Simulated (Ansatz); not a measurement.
```xyz
2
Lattice="0.0021 2.4507 2.3989 2.5029 -0.0264 2.4274 2.4730 2.4493 0.0036" Properties=species:S:1:pos:R:3 pbc="T T T"
Ge     0.0000     0.0000     0.0000
Cr     2.4890     2.4368     2.4150
```

Spin-polarised, with starting moments of sign Ge0 Cr+.

Calculations: PBEsol/PAW in Ansatz (a quantum-chemistry and plane-wave program), no spin-orbit coupling. Γ-centred 20×20×20 mesh, Fermi–Dirac width 0.1 eV.

Question: Predict the pressure, band gap and largest site moment.

Answer: The pressure (mean of the normal stresses, compression positive) is 2.4 GPa. The band gap is zero. The largest site moment is 2.00 μB.

Other magnetic orders, which the real material may have, were not ruled out. The cells carry an imposed strain or load. No phonon test of stability was made. The cell was made from CrGe in the rock salt structure (space group Fm-3m, No. 225; ferromagnetic; a hypothetical phase, not in the database extracts checked) by this change: strain tensor (xx, yy, zz, yz, xz, xy) = (+0.77, −0.19, −2.29, −0.51, +0.65, −0.57) %.
